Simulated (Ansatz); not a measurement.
The reference is Si in the diamond structure (space group Fd-3m, No. 227; a = 5.4443 Å).

The values are results of Ansatz (an electronic-structure program) r2SCAN, no spin-orbit coupling, not measurements.

For the base:

| Item | Result |
|---|---|
| Gap between the host's bands | 0.77 eV |
| Gap character | indirect, Γ → a point along ⟨100⟩, about 1.0 Å⁻¹ from Γ |

It is then changed as follows: 0.121 electrons added to each cell, a density of 3.0×10^21 cm⁻³, with a uniform compensating background at fixed cell and a 300 K Fermi–Dirac width.

**Question.** What happens to the Fermi level from band edge, gap between the host's bands and gap character?

**Answer.** The Fermi level relative to the doped band's edge (positive inside the band; to 0.05 eV) amounts to +0.50 eV; the gap between the host's bands falls by 0.03 eV (0.77 eV → 0.74 eV); the gap character remains indirect, Γ → a point along ⟨100⟩, about 1.0 Å⁻¹ from Γ.

Charged cell with a jellium background: band edges are those of the host's band count, energies are not comparable with the neutral cell, and many-body gap narrowing is missing. Stability against distortions was not tested.
